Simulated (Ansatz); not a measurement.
A (7,0) gold nanotube, stretched and compressed along its axis from its relaxed period of 4.718 Å, atoms relaxed at each length.

Method: PBE (plane waves to 420 eV, PAW; Ansatz, a first-principles code). Mesh 1×1×14. No spin polarisation. Periodic along z alone, with about 11 Å of vacuum beside it. A hypothetical model, rolled from the flat sheet. Only distortions within the start's symmetry and period were free. Values not marked SOC lack spin–orbit coupling. Buckling under compression is shut out by symmetry and the short period. Energies are free energies at a Fermi–Dirac width of 0.05 eV, from the unstrained cell.

```
strain (%)  energy (meV a period)  axial force (nN)
----------  ---------------------  ----------------
-3.0                   (withheld)        (withheld)
-1.5                          +23             -1.07
0.0                             0             -0.01
+1.5                          +37             +1.73
+3.0                   (withheld)        (withheld)
+6.0                         +583             +5.72
```

Q: Some entries are withheld; supply them.

A: 
- -3.0, energy (meV a period): +95
- -3.0, axial force (nN): -1.92
- +3.0, energy (meV a period): +155
- +3.0, axial force (nN): +3.53
